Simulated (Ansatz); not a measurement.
Base system: ZnO in the wurtzite structure (space group P6_3mc, No. 186; a = 3.2352 Å, c = 5.2114 Å). Axes: x lies along a and z along c of the hexagonal cell.

Calculations: r2SCAN/PAW in Ansatz (an electronic-structure program), without spin-orbit coupling.

For the base:

```
Item                                  Value
---------------------  --------------------
Gap character                   direct at Γ
Valence-band top at Γ  0.00, 0.00, -0.10 eV
```

One thing is altered: biaxial strain −3.85 %, plane normal [001], relaxed out of plane (Cartesian); in-plane vectors clamped, the third vector and the atoms free.

Task: What happens to the ratio −ε⊥/ε∥?

Result: The ratio −ε⊥/ε∥ comes out as 0.97.

Task: What happens to the gap character?

Result: The gap character is still direct at Γ.

Task: What happens to the in-plane stress?

Result: The mean in-plane stress (compression positive) is +9.0 GPa.

Task: What does the calculation give for the valence-band top at Γ after the change?

Result: The valence-band top at Γ (three highest levels, from the VBM) becomes 0.00, 0.00, -0.21 eV (base: 0.00, 0.00, -0.10 eV).

Whether these cells are dynamically stable was not tested.
